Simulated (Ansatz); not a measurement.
Reference: YZn (Pm-3m), PBEsol, DFPT electron-phonon coupling, linearised Boltzmann equation (plane waves, PAW, scalar-relativistic; Ansatz, an electronic-structure program); geometry: relaxed with this functional, without spin-orbit coupling.

```
CELL_PARAMETERS angstrom
      3.52034     0.00000     0.00000
      0.00000     3.52034     0.00000
      0.00000     0.00000     3.52034
ATOMIC_POSITIONS crystal
  Y  0.00000 0.00000 0.00000
  Zn 0.50000 0.50000 0.50000
```

* **resistivity at 300 K**: 67 μΩ·cm

Q: Replace Y by Lu on the same sites and relax. What happens?

A: LuZn (Pm-3m): volume per atom 21.8 to 20.2 Å³; resistivity at 300 K falls (67 μΩ·cm to 30 μΩ·cm).

Q: Replace Y by Sc on the same sites and relax. What happens?

A: ScZn (Pm-3m): volume per atom 21.8 to 18.0 Å³; resistivity at 300 K falls (67 μΩ·cm to 26 μΩ·cm).

Q: Swap Y for Rh, keeping the structure type. How do these values move?

A: RhZn (Pm-3m): volume per atom 21.8 to 13.1 Å³; resistivity at 300 K falls (67 μΩ·cm to 5.2 μΩ·cm).

Moves up to 13 % count as about the same. Metals; harmonic phonons alone scatter; means over directions. Halving the electron mesh moves these values by up to 9 %; q meshes are mostly untested. Some of the runs warned that the eigensolver left states short of its tolerance. Spin-orbit coupling is left out.

Formula and space group known from diffraction (Crystallography Open Database), not checked to be the room-temperature form: LuZn (Pm-3m), ScZn (Pm-3m), YZn (Pm-3m). Computed structure with no diffraction record at hand here (it may be known, metastable or hypothetical): RhZn (Pm-3m). The missing spin-orbit coupling matters most for LuZn (Pm-3m).
